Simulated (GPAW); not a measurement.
**Worked example: self-consistent single point of InBi (P4/nmm, 4 atoms in the cell) in GPAW**

Computed with PBEsol, GPAW PAW datasets PBEsol (made by gpaw-setup) (plane waves; GPAW).

Input:

```python
from ase import Atoms
from ase.units import GPa
from gpaw import GPAW, PW

atoms = Atoms(['In', 'In', 'Bi', 'Bi'],
              cell=[[4.847962, 0.000000, 0.000000],
                    [0.000000, 4.847962, 0.000000],
                    [0.000000, 0.000000, 5.155435]],
              scaled_positions=[[0.500000, 0.500000, 0.000000],
                                [0.000000, 0.000000, 0.000000],
                                [0.500000, 0.000000, 0.360010],
                                [0.000000, 0.500000, 0.639990]],
              pbc=True)

calc = GPAW(mode=PW(600),
            xc='PBEsol',
            kpts=(5, 5, 5),
            occupations={'name': 'methfessel-paxton', 'width': 0.272, 'order': 0},
            nbands=-10,
            symmetry={'symmorphic': False, 'tolerance': 0.0005},
            maxiter=100,
            txt='-')

atoms.calc = calc

energy = atoms.get_potential_energy()
print('Energy (eV):', round(energy, 6))
forces = atoms.get_forces()
print('Forces (eV/Ang):')
print(forces.round(5))
stress = atoms.get_stress()
print('Stress (GPa, Voigt):', (stress / GPa).round(4))
```

Output, abridged:

```
Input parameters:
  kpts: [5 5 5]
  maxiter: 100
  mode: {ecut: 600.0,
         name: pw}
  nbands: -10
  occupations: {name: methfessel-paxton,
                order: 0,
                width: 0.272}
  symmetry: {symmorphic: False,
             tolerance: 0.0005}
  xc: PBEsol

species:
  In:
    name: Indium
    Z: 49.0
    valence: 13
    core: 36
    charge: 0.0
    file: In.PBEsol.gz

    # Using partial waves for In as LCAO basis

  Bi:
    name: Bismuth
    Z: 83.0
    valence: 15
    core: 68
    charge: 0.0
    file: Bi.PBEsol.gz

    # Using partial waves for Bi as LCAO basis

Reference energy: -1489193.010901  # eV

Spin-paired calculation

Convergence criteria:
 Maximum [total energy] change in last 3 cyles: 0.0005 eV / valence electron
 Maximum integral of absolute [dens]ity change: 0.0001 electrons / valence electron
 Maximum integral of absolute [eigenst]ate change: 4e-08 eV^2 / valence electron
 Maximum number of scf [iter]ations: 100

Symmetries present (total): 16
Symmetries with fractional translations: 8
125 k-points: 5 x 5 x 5 Monkhorst-Pack grid
18 k-points in the irreducible part of the Brillouin zone
       k-points in crystal coordinates                weights
   0:     0.00000000    0.00000000    0.00000000          1/125
   1:     0.00000000    0.00000000    0.20000000          2/125
   2:     0.00000000    0.00000000    0.40000000          2/125
   [... 7 lines left out ...]
          ...
  17:     0.40000000    0.40000000    0.40000000          8/125

Wave functions: Plane wave expansion
  Cutoff energy: 600.000 eV
  Number of coefficients (min, max): 4037, 4073
  Pulay-stress correction: 0.000000 eV/Ang^3 (de/decut=0.000000)

Occupation numbers: Methfessel-Paxton:
  width: 0.2720  # eV
  order: 0

Eigensolver

Densities:
  Coarse grid: 28*28*30 grid
  Fine grid: 56*56*60 grid
  Total Charge: 0.000000

Density mixing:
  Method: separate
  Backend: pulay
  Linear mixing parameter: 0.05
  old densities: 5
  Damping of long wavelength oscillations: 50

Hamiltonian:
  XC and Coulomb potentials evaluated on a 56*56*60 grid
  External potential:
    NoExternalPotential

XC parameters: PBEsol with 2 nearest neighbor stencil

Number of atoms: 4
Number of atomic orbitals: 36
Number of bands in calculation: 38
Number of valence electrons: 56
Bands to converge: occupied

Density initialized from atomic densities
  36 bands from LCAO basis set
  2 bands from random numbers

Atomic positions and initial magnetic moments

Positions:
   0 In     2.423981    2.423981    0.000000    ( 0.0000,  0.0000,  0.0000)
   1 In     0.000000    0.000000    0.000000    ( 0.0000,  0.0000,  0.0000)
   2 Bi     2.423981    0.000000    1.856008    ( 0.0000,  0.0000,  0.0000)
   3 Bi     0.000000    2.423981    3.299427    ( 0.0000,  0.0000,  0.0000)

Unit cell:
           periodic     x           y           z      points  spacing
  1. axis:    yes    4.847962    0.000000    0.000000    28     0.1731
  2. axis:    yes    0.000000    4.847962    0.000000    28     0.1731
  3. axis:    yes    0.000000    0.000000    5.155435    30     0.1718

  Lengths:   4.847962   4.847962   5.155435
  Angles:   90.000000  90.000000  90.000000

Effective grid spacing dv^(1/3) = 0.1727

     iter     time        total  log10-change:
                         energy   eigst   dens
iter:   1 --:--:--   -16.696574
iter:   2 --:--:--   -16.708164   -1.78  -1.64
iter:   3 --:--:--   -16.672699   -2.18  -1.66
iter:   4 --:--:--   -16.688510   -3.24  -2.20
iter:   5 --:--:--   -16.660467   -3.44  -2.34
iter:   6 --:--:--   -16.658808   -4.42  -2.72
iter:   7 --:--:--   -16.657458c  -4.57  -2.79
iter:   8 --:--:--   -16.657595c  -4.49  -3.05
iter:   9 --:--:--   -16.657450c  -5.21  -3.31
iter:  10 --:--:--   -16.657494c  -4.81  -3.46
iter:  11 --:--:--   -16.657402c  -5.71  -3.89
iter:  12 --:--:--   -16.657401c  -5.82  -3.85
iter:  13 --:--:--   -16.657400c  -6.18  -3.82
iter:  14 --:--:--   -16.657401c  -8.14c -4.47c

Converged after 14 iterations.

Dipole moment: (-0.000000, -0.000000, -0.000000) |e|*Ang

Energy contributions relative to reference atoms: (reference = -1489193.010901)

Kinetic:        +53.358815
Potential:      -48.852381
External:        +0.000000
XC:             -18.555842
Entropy (-ST):   -0.035183
Local:           -2.590402
SIC:             +0.000000
--------------------------
Free energy:    -16.674993
Extrapolated:   -16.657401

Showing only first 2 kpts
 Kpt  Band  Eigenvalues  Occupancy
  0    26      4.68986    2.00000
  0    27      7.00643    0.00006
  0    28      7.36693    0.00000
  0    29      7.36693    0.00000

  1    26      5.41380    1.99998
  1    27      6.61562    0.04798
  1    28      6.65566    0.02884
  1    29      6.65566    0.02884

Fermi level: 6.23528

No gap
No difference between direct/indirect transitions
Energy (eV): -16.657401

Forces in eV/Ang:
  0 In   -0.00000    0.00000    0.00000
  1 In    0.00000    0.00000    0.00000
  2 Bi    0.00000    0.00000    0.38278
  3 Bi    0.00000    0.00000   -0.38278

Stress tensor:
    -0.000621     0.000000     0.000000
     0.000000    -0.000621     0.000000
     0.000000     0.000000     0.001235
Stress (GPa, Voigt): [-0.0995 -0.0995  0.1979  0.      0.      0.    ]
```

The run converged in 14 iterations. GPAW prints stress with tension positive.

The starting cell comes from a database of computed structures (which also holds hypothetical and non-ambient phases and stackings), without a prior relaxation at this level. Its lattice was rescaled by a random factor within 2.5 % of one. Spin-orbit coupling is off.

Cost on one core of a shared machine: roughly 40 s.
